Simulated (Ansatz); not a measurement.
Response to strain in HgS

Consider HgS in the zinc blende structure (space group F-43m, No. 216; a = 5.8759 Å). Axes: x, y, z lie along the cube axes.

Strains are applied to the cell and any free atomic positions relax; under biaxial strain the out-of-plane vector relaxes too.

Computed with Kohn–Sham DFT with the PBEsol functional, run in Ansatz (an electronic-structure program) with PAW and 420 eV plane waves, no SOC.

Notes on the quantities. pressure: mean of the normal stresses, compression positive; energy relative to the base: free energy F.

```json
[
 {"change": "base", "pressure": "0.0 GPa", "volume per atom": "25.36 Å³", "energy relative to the base": "0 meV/atom"},
 {"change": "biaxial strain +2.34 %, plane normal [001], relaxed out of plane", "pressure": "-0.6 GPa", "volume per atom": "(withheld)", "energy relative to the base": "+3.5 meV/atom"},
 {"change": "biaxial strain −0.81 %, plane normal [111], relaxed out of plane", "pressure": "0.5 GPa", "volume per atom": "25.14 Å³", "energy relative to the base": "+1.0 meV/atom"},
 {"change": "isotropic strain −4.20 %", "pressure": "(withheld)", "volume per atom": "22.30 Å³", "energy relative to the base": "+90 meV/atom"},
 {"change": "isotropic strain +1.43 %", "pressure": "-2.3 GPa", "volume per atom": "26.46 Å³", "energy relative to the base": "(withheld)"},
 {"change": "isotropic strain +4.60 %", "pressure": "-5.8 GPa", "volume per atom": "29.02 Å³", "energy relative to the base": "+76 meV/atom"},
 {"change": "uniaxial strain ε_xx = −1.26 %", "pressure": "0.8 GPa", "volume per atom": "25.04 Å³", "energy relative to the base": "+0.9 meV/atom"},
 {"change": "uniaxial strain ε_xx = +2.85 %", "pressure": "-1.6 GPa", "volume per atom": "26.08 Å³", "energy relative to the base": "(withheld)"},
 {"change": "uniaxial strain ε_xx = +4.04 %", "pressure": "-2.2 GPa", "volume per atom": "26.38 Å³", "energy relative to the base": "+8.9 meV/atom"},
 {"change": "tensor shear ε_xz = −0.62 %", "pressure": "0.0 GPa", "volume per atom": "25.36 Å³", "energy relative to the base": "+0.3 meV/atom"}
]
```

What belongs in the blanks?


- biaxial strain +2.34 %, plane normal [001], relaxed out of plane, volume per atom: 25.58 Å³
- isotropic strain −4.20 %, pressure: 10.7 GPa
- isotropic strain +1.43 %, energy relative to the base: +8.3 meV/atom
- uniaxial strain ε_xx = +2.85 %, energy relative to the base: +4.5 meV/atom

A case with no gap was solved on a k-mesh chosen for an insulator, which is coarse for it. Whether these cells are dynamically stable was not tested. All final runs are without spin polarisation.
